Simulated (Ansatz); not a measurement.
Start from PbTe in the rock salt structure (space group Fm-3m, No. 225; a = 6.380 Å). Axes: x, y, z lie along the cube axes.

Computed with LDA (Ansatz, a first-principles code; PAW; 420 eV plane waves; spin-orbit coupling left out).

One thing is altered: every lattice vector is shortened by 0.50 %, atoms relaxed at fixed cell.

Problem. Predict the stress tensor and what it implies for the stiffness.

Solution. Stress of the strained cell less that of the base (GPa, compression positive):
```
   0.76    0.00    0.00
   0.00    0.76    0.00
   0.00    0.00    0.76
```

Then B = −ΔP/(ΔV/V₀) with ΔV/V₀ = -0.0149 gives secant stiffness values (nonlinear terms included at this strain): B ≈ 51 GPa.

No phonon test of stability was made.
